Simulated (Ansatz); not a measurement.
Results of PBE0 in Ansatz (plane waves, PAW) for SnS (F-43m, No. 216, 2 atoms in the cell; start mp-10013; a measured phase of this formula has another space group).

Numerical settings: plane-wave cutoff 460 eV, 8×8×8 k mesh, Fermi–Dirac smearing 0.01 eV, scalar-relativistic PAW data made under PBE.

Cell (relaxed with PBEsol):

```xyz
2
Lattice="0.0000 3.2094 3.2094 3.2094 0.0000 3.2094 3.2094 3.2094 0.0000" Properties=species:S:1:pos:R:3 pbc="T T T"
Sn     0.0000     0.0000     0.0000
S      1.6047     1.6047     1.6047
```

Problem. Predict the band gap, smallest direct gap on the k points sampled and Γ–Γ gap.

Solution. 
band gap: 0.97 eV (on the SCF k mesh)
smallest direct gap on the k points sampled: 1.73 eV
Γ–Γ gap: 5.98 eV

Note: cell and atoms aren't relaxed at this level (pressure 1.4 GPa).

Spin–orbit coupling is not included.

The computed numbers hold no vibrational or temperature effects.

Computing time: about 2.1 core-minutes (a rough figure).

A start named mp-… is a Materials Project structure, which need not be a measured phase.

Ansatz is a first-principles code.
